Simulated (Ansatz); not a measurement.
LaZnSbO (P4/nmm, No. 129, 8 atoms in the cell; start mp-12515)

These are LDA (PAW; Ansatz, an electronic-structure program) values and carry that method's errors.

Numerical settings: plane-wave cutoff 520 eV, 14×14×6 k mesh (along the axes of the cell as run), Fermi–Dirac smearing 0.05 eV, scalar-relativistic PAW data made under PBE.

Cell (relaxed at this level):

```yaml
crystal:
  lattice:
    - [4.14770, 0.00000, 0.00000]
    - [0.00000, 4.14770, 0.00000]
    - [0.00000, 0.00000, 9.30537]
  atoms:
    - { symbol: La, position: [0.00000, 0.50000, 0.87675] }
    - { symbol: La, position: [0.50000, 0.00000, 0.12325] }
    - { symbol: Zn, position: [0.00000, 0.00000, 0.50000] }
    - { symbol: Zn, position: [0.50000, 0.50000, 0.50000] }
    - { symbol: Sb, position: [0.50000, 0.00000, 0.68111] }
    - { symbol: Sb, position: [0.00000, 0.50000, 0.31889] }
    - { symbol: O, position: [0.50000, 0.50000, 0.00000] }
    - { symbol: O, position: [0.00000, 0.00000, 0.00000] }
```

| Item | Result |
|---|---|
| band gap | zero (no gap) |
| bulk modulus | 69.0 GPa |

Note: the relaxation could not lower the start's symmetry, so the cell can be a saddle point above a distorted one; the bulk modulus is −V dP/dV from two relaxed cells at ±2 % in volume.

Spin–orbit coupling is not included; it can open a gap where bands touch, and shift volumes and moduli.

Computed values are for the static lattice.

A start named mp-… is a Materials Project structure, which need not be a measured phase.
